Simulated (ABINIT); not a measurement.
A self-consistent single point of Li2Pd (P6/mmm, 3 atoms in the cell) with ABINIT.

Computed with PBEsol, PAW (JTH v2.0 PBE PAW, files made for PBE) (plane waves; ABINIT).

The change in words: lattice scaled by 0.98. Reference geometry:
```
Li2Pd
1.0
    4.20512     0.00000     0.00000
   -2.10256     3.64174     0.00000
    0.00000     0.00000     2.67986
Li Pd
2 1
Direct
  0.33333   0.66667   0.50000
  0.66667   0.33333   0.50000
  0.00000   0.00000   0.00000
```

Reference input (self-consistent single point, DFT, PBEsol, plane waves, PAW (JTH v2.0 PBE PAW, files made for PBE)): pseudos = [Li.GGA_PBE-JTH.xml, Pd.GGA_PBE-JTH.xml]; ecut = 24 Ha; pawecutdg = 48 Ha; ixc = -116133; occopt = 3; tsmear = 0.1 eV; ngkpt = 9 9 12; nshiftk = 1; shiftk = 0 0 0; potentials = JTH v2.0 PBE PAW; nband = 17; kptopt = 1. This run's input differs from it in these lines:

```diff
@@ -3,6 +3,6 @@
 pseudos "Li.GGA_PBE-JTH.xml, Pd.GGA_PBE-JTH.xml"
-acell 4.2051201467 4.2051201467 2.6798600000 Angstrom
+acell 4.1210178398 4.1210178398 2.6262630000 Angstrom
 rprim
-         1.0000000000   -0.0000000081    0.0000000000
-        -0.4999999930    0.8660254078    0.0000000000
+         1.0000000000    0.0000000090    0.0000000000
+        -0.5000000078    0.8660253993    0.0000000000
          0.0000000000    0.0000000000    1.0000000000
@@ -13,4 +13,4 @@
 xcart
-         0.0000000196    2.4278272487    1.3399300000
-         2.1025600832    1.2139136073    1.3399300000
+        -0.0000000215    2.3792707592    1.3131315000
+         2.0605089092    1.1896353982    1.3131315000
          0.0000000000    0.0000000000    0.0000000000
@@ -19,2 +19,3 @@
 pawecutdg 48 Ha
+pawovlp -1
 ixc -116133
```

The program printed (abridged):

```
--- !BeginCycle
solver: {iscf: 17, nstep: 50, nline: 4, wfoptalg: 10, }
tolerances: {tolvrs: 1.00E-11, }
...

     iter   Etot(hartree)      deltaE(h)  residm     nres2
 ETOT  1  -137.26624193773    -1.373E+02 6.077E+01 1.151E+02
 ETOT  2  -144.18600547615    -6.920E+00 2.386E-01 9.836E+01
 ETOT  3  -143.80759485580     3.784E-01 2.072E-01 2.198E+01
 ETOT  4  -143.78294800957     2.465E-02 1.848E-01 1.107E+01
 ETOT  5  -143.76367640205     1.927E-02 5.400E-02 4.535E+00
   [... 18 lines left out ...]
 ETOT 24  -143.75093833747     6.199E-11 1.666E-04 1.059E-08
 ETOT 25  -143.75093833747    -1.620E-12 1.111E-04 1.069E-09
 ETOT 26  -143.75093833747    -7.503E-12 9.428E-05 7.051E-11
 ETOT 27  -143.75093833748    -1.450E-12 6.242E-05 3.373E-12
 At SCF step   27       nres2   =  3.37E-12 < tolvrs=  1.00E-11 =>converged.

 Cartesian components of stress tensor (hartree/bohr^3)
  sigma(1 1)= -9.84815623E-05  sigma(3 2)=  0.00000000E+00
  sigma(2 2)= -9.84815630E-05  sigma(3 1)=  0.00000000E+00
  sigma(3 3)= -1.28990133E-04  sigma(2 1)=  1.33475805E-13

 ----iterations are completed or convergence reached----

 reduced coordinates (array xred) for    3 atoms
       0.333333333333      0.666666666667      0.500000000000
       0.666666666667      0.333333333333      0.500000000000
       0.000000000000      0.000000000000      0.000000000000
 cartesian forces (eV/Angstrom) at end:
    1      0.00000000000000     0.00000000000000    -0.00000000000000
    2     -0.00000000000000    -0.00000000000000    -0.00000000000000
   [... lines left out ...]
 Fermi (or HOMO) energy (hartree) =   0.18902   Average Vxc (hartree)=  -0.36373
   [... lines left out ...]
'-kT*entropy'       : -1.09155655993971E-03
total_energy        : -1.43750937659800E+02
total_energy_eV     : -3.91166194489575E+03
...

-Cartesian components of stress tensor (GPa)         [Pressure=  3.1966E+00 GPa]
- sigma(1 1)= -2.89742711E+00  sigma(3 2)=  0.00000000E+00
- sigma(2 2)= -2.89742713E+00  sigma(3 1)=  0.00000000E+00
- sigma(3 3)= -3.79502009E+00  sigma(2 1)=  3.92699309E-09

 Calculation completed.
```

The run converged in 27 iterations. 

The starting cell comes from a database of computed structures (which also holds hypothetical and non-ambient phases and stackings), without a prior relaxation at this level. For this run, on top of that: lattice scaled by 0.98. Spin polarisation is off. The potentials were made for another functional than the one used. With a pressure of about 3 GPa the cell is away from its equilibrium volume at this level.

These are the values that this program gave, and no reference: the one-centre exchange-correlation terms come from a truncated expansion.

Cost on one core of a shared machine: roughly 2 min.
